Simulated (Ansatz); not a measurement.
## Response to strain in AlAs

The parent structure is AlAs in the wurtzite structure (space group P6_3mc, No. 186; a = 4.003 Å, c = 6.581 Å; a model cell, its experimental status unchecked). Axes: x lies along a and z along c of the hexagonal cell.

Strains are applied to the cell and any free atomic positions relax; under biaxial strain the out-of-plane vector relaxes too.

All numbers come from PBEsol, PAW, 420 eV (Ansatz, a first-principles code; spin-orbit coupling left out).

Computed cases, in order: biaxial strain −1.05 %, plane normal [001], relaxed out of plane; the unstrained base; biaxial strain +1.47 %, plane normal [001], relaxed out of plane; biaxial strain +4.29 %, plane normal [001], relaxed out of plane; biaxial strain +4.36 %, plane normal [001], relaxed out of plane.

Question: Between which two neighbouring cases does the gap turn between direct and indirect?

Answer: Between the unstrained base (1.64 eV, indirect, Γ → L–M (20 % along)) and biaxial strain +1.47 %, plane normal [001], relaxed out of plane (1.44 eV, direct at Γ). The whole series: biaxial strain −1.05 %, plane normal [001], relaxed out of plane: 1.56 eV, indirect, Γ → L–M (20 % along); the unstrained base: 1.64 eV, indirect, Γ → L–M (20 % along); biaxial strain +1.47 %, plane normal [001], relaxed out of plane: 1.44 eV, direct at Γ; biaxial strain +4.29 %, plane normal [001], relaxed out of plane: 0.78 eV, direct at Γ; biaxial strain +4.36 %, plane normal [001], relaxed out of plane: 0.77 eV, direct at Γ.

Whether these cells are dynamically stable was not tested. This is not the structure that AlAs has at room temperature and ambient pressure.
